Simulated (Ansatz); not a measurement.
## A computed series for hypothetical anti-perovskite Mg3SnO: response to strain

Start from Mg3SnO in the anti-perovskite structure (space group Pm-3m, No. 221; a = 4.391 Å; a hypothetical phase, not in the database extracts checked). Axes: x, y, z lie along the cube axes.

Strains are applied to the cell and any free atomic positions relax; under biaxial strain the out-of-plane vector relaxes too.

Levels (all Ansatz, an electronic-structure program, PAW): PBE (420 eV, no spin-orbit coupling); PBEsol (420 eV, without spin-orbit coupling).

The base cell above is that of PBE; each level relaxes its own structures.

Notes on the quantities. pressure: mean of the normal stresses, compression positive.

| case | pressure, PBE | pressure, PBEsol |
|---|---|---|
| biaxial strain −3.81 %, plane normal [110], relaxed out of plane | 4.4 GPa | 4.7 GPa |
| isotropic strain +0.71 % | -1.4 GPa | -1.5 GPa |
| uniaxial strain ε_zz = +1.09 % | -0.7 GPa | -0.8 GPa |
| tensor shear ε_xy = −0.40 % | 0.0 GPa | 0.0 GPa |

The two levels differ by at most about 0.4 GPa. They put the cases in the same order.

Without a gap, meshes like the base's 11×11×11 leave anisotropic stresses uncertain by several tenths of a GPa, and small strain energies with them. Whether these cells are dynamically stable was not tested. The final runs are not spin-polarised.
